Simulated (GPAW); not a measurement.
Worked example: self-consistent single point of CdO (Fm-3m, 2 atoms in the cell) in GPAW.

Method of the run: PBE, GPAW PAW datasets PBE (gpaw-data 1.0.1) (plane waves; GPAW 25.7.0).

The change in words: lattice scaled by 0.98. Reference geometry:
```
CELL_PARAMETERS angstrom
      0.00000     2.35000     2.35000
      2.35000     0.00000     2.35000
      2.35000     2.35000     0.00000
ATOMIC_POSITIONS crystal
  Cd 0.00000 0.00000 0.00000
  O  0.50000 0.50000 0.50000
```

Reference input (self-consistent single point, DFT PBE, plane waves, GPAW PAW datasets PBE (gpaw-data 1.0.1)): mode = pw; ecut = 950 eV; xc = PBE; kpts = 8 8 8; mesh shift (steps) = 0 0 0; occupations.name = fermi-dirac; occupations.width = 0.02 eV; nbands = -4; convergence.density = 1e-05 e/electron; convergence.energy = 1e-05 eV/electron; convergence.bands = -2; symmetry.symmorphic = false. This run's input differs from it in these lines:

```diff
@@ -5,5 +5,5 @@
 atoms = Atoms(['Cd', 'O'],
-              cell=[[0.000000, 2.350000, 2.350000],
-                    [2.350000, 0.000000, 2.350000],
-                    [2.350000, 2.350000, 0.000000]],
+              cell=[[0.000000, 2.303000, 2.303000],
+                    [2.303000, 0.000000, 2.303000],
+                    [2.303000, 2.303000, 0.000000]],
               scaled_positions=[[0.000000, 0.000000, 0.000000],
```

Log, with long lists cut:

```
     iter     time        total  log10-change:
                         energy   eigst   dens
iter:   1 --:--:--    -9.792324   +0.56
iter:   2 --:--:--    -9.272600   -0.69  -0.99
iter:   3 --:--:--    -8.092524   -0.72  -1.04
iter:   4 --:--:--    -8.073535   -2.30  -1.39
iter:   5 --:--:--    -8.053212   -2.68  -1.53
iter:   6 --:--:--    -8.056793   -3.64  -2.79
iter:   7 --:--:--    -8.049431   -2.96  -2.61
iter:   8 --:--:--    -8.049912   -3.85  -2.89
iter:   9 --:--:--    -8.049640   -4.03  -3.05
iter:  10 --:--:--    -8.049567   -4.64  -3.26
iter:  11 --:--:--    -8.049554c  -6.00  -3.65
iter:  12 --:--:--    -8.049554c  -7.48c -4.61
iter:  13 --:--:--    -8.049555c  -7.76c -4.63
iter:  14 --:--:--    -8.049554c  -7.57c -4.74
iter:  15 --:--:--    -8.049554c  -7.59c -5.19c
Converged after 15 iterations.

Dipole moment: (0.000000, 0.000000, 0.000000) |e|*Ang

Energy contributions relative to reference atoms: (reference = -154213.970638)

Kinetic:        +35.255490
Potential:      -30.712089
External:        +0.000000
XC:             -12.777902
Entropy (-ST):   -0.000278
Local:           +0.185086
SIC:             +0.000000
--------------------------
Free energy:     -8.049693
Extrapolated:    -8.049554

Showing only first 2 kpts
 Kpt  Band  Eigenvalues  Occupancy
  0     7      5.61507    2.00000
  0     8      5.61507    2.00000
  0     9      6.96253    2.00000
  0    10     26.27144    0.00000

  1     7      5.57912    2.00000
  1     8      5.57912    2.00000
  1     9      8.78249    0.00000
  1    10     22.75152    0.00000

Fermi level: 7.31897

No gap
No difference between direct/indirect transitions
Energy (eV): -8.049554

Forces in eV/Ang:
  0 Cd    0.00000    0.00000   -0.00000
  1 O     0.00000    0.00000   -0.00000

Stress tensor:
    -0.101195    -0.000000     0.000000
    -0.000000    -0.101195    -0.000000
     0.000000    -0.000000    -0.101195
Stress (GPa, Voigt): [-16.2132 -16.2132 -16.2132  -0.       0.      -0.    ]
```

The run converged in 15 iterations. GPAW prints stress with tension positive. Against the reference run the free energy goes up by 50.5 meV/atom.

At such cutoffs GPAW's stress carries a finite-basis (Pulay) error, which enters relaxed cells too; its log prints stress with tension positive.

The starting cell has typed, rounded lattice constants, without a prior relaxation at this level. For this run, on top of that: lattice scaled by 0.98. The run gives no clean gap (levels at the Fermi energy touch, overlap or are partly filled at this smearing), which alone does not show that the compound is a metal.
